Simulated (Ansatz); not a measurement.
Functionals compared on N on the 1x1 (111) surface of fcc Ni, ferromagnetic, one in a 2x2 cell, started at the site 'hollow Ni-Ni-Ni over Ni at depth 4.0 Å', in Ansatz (plane waves, PAW). The structure was relaxed with PBE; the other rows are single points on it, each with its references at the same level. Cutoff 420 eV.

Model: 17-atom slab, 6.0 Å thick at the start under the adsorbate (thin: gaps and levels are the slab's own), 7x7x1 mesh, Fermi-Dirac 0.1 eV, dipole correction, 8 atoms held, the rest relaxed; symmetry of the start imposed; spin-polarised, no spin-orbit, no U, no dispersion correction. At the end it is bonded to 3 Ni. In PBE it is, or lies within 0.03 eV of, the lowest of the starts that converged. These notes are the PBE run's. Adsorption energies are against ½ N2(g). A negative adsorption energy means that the adsorbate is more stable on the surface than in its reference.

```tsv
functional	adsorption energy (eV)	work function of the top face (eV)	change of the work function (eV)	magnetic moment of the cell (μB)	rough cost of the single point
PBE	-0.09	5.69	0.62	8.32	–
RPBE	0.23	5.53	0.63	8.48	roughly 6 core-minutes
```

Ansatz is a quantum-chemistry and plane-wave program.
